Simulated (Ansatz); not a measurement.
Response to strain in GaAs

The reference is GaAs in the zinc blende structure (space group F-43m, No. 216).

```
GaAs
1.0
    0.00000     2.80140     2.80140
    2.80140     0.00000     2.80140
    2.80140     2.80140     0.00000
Ga As
1 1
Cartesian
  0.00000   0.00000   0.00000
  1.40070   1.40070   1.40070
```

Cartesian axes are those of the cell as printed.

Strains are applied to the cell and any free atomic positions relax; under biaxial strain the out-of-plane vector relaxes too.

Level of theory: LDA (Ansatz, a program for electronic structure; PAW; 420 eV plane waves; scalar-relativistic without spin-orbit coupling).

Notes on the quantities. in-plane stress: mean in-plane stress (compression positive); energy relative to the base: free energy F.

```json
[
 {"change": "base", "ratio −ε⊥/ε∥": "–", "in-plane stress": "–", "energy relative to the base": "0 meV/atom", "shortest interatomic distance": "242.6 pm"},
 {"change": "biaxial strain −2.50 %, plane normal [111], relaxed out of plane", "ratio −ε⊥/ε∥": "0.49", "in-plane stress": "+4.7 GPa", "energy relative to the base": "+16 meV/atom", "shortest interatomic distance": "238.8 pm"},
 {"change": "biaxial strain −2.08 %, plane normal [111], relaxed out of plane", "ratio −ε⊥/ε∥": "0.48", "in-plane stress": "+3.9 GPa", "energy relative to the base": "+11 meV/atom", "shortest interatomic distance": "239.4 pm"},
 {"change": "biaxial strain −1.67 %, plane normal [111], relaxed out of plane", "ratio −ε⊥/ε∥": "0.48", "in-plane stress": "[?]", "energy relative to the base": "+6.9 meV/atom", "shortest interatomic distance": "240.0 pm"},
 {"change": "biaxial strain −1.25 %, plane normal [111], relaxed out of plane", "ratio −ε⊥/ε∥": "0.48", "in-plane stress": "+2.3 GPa", "energy relative to the base": "+3.8 meV/atom", "shortest interatomic distance": "[?]"},
 {"change": "biaxial strain −0.83 %, plane normal [111], relaxed out of plane", "ratio −ε⊥/ε∥": "0.48", "in-plane stress": "+1.5 GPa", "energy relative to the base": "+1.7 meV/atom", "shortest interatomic distance": "241.3 pm"},
 {"change": "biaxial strain −0.42 %, plane normal [111], relaxed out of plane", "ratio −ε⊥/ε∥": "–", "in-plane stress": "+0.7 GPa", "energy relative to the base": "+0.4 meV/atom", "shortest interatomic distance": "241.9 pm"},
 {"change": "biaxial strain +0.83 %, plane normal [111], relaxed out of plane", "ratio −ε⊥/ε∥": "0.44", "in-plane stress": "-1.4 GPa", "energy relative to the base": "+1.6 meV/atom", "shortest interatomic distance": "242.8 pm"},
 {"change": "biaxial strain +2.08 %, plane normal [111], relaxed out of plane", "ratio −ε⊥/ε∥": "0.44", "in-plane stress": "-3.2 GPa", "energy relative to the base": "+9.6 meV/atom", "shortest interatomic distance": "243.0 pm"},
 {"change": "biaxial strain +2.50 %, plane normal [111], relaxed out of plane", "ratio −ε⊥/ε∥": "0.44", "in-plane stress": "-3.8 GPa", "energy relative to the base": "+14 meV/atom", "shortest interatomic distance": "243.0 pm"}
]
```

Question: Fill in the withheld entries from the trend.

Answer: 
- biaxial strain −1.67 %, plane normal [111], relaxed out of plane, in-plane stress: +3.1 GPa
- biaxial strain −1.25 %, plane normal [111], relaxed out of plane, shortest interatomic distance: 240.7 pm

Whether these cells are dynamically stable was not tested.
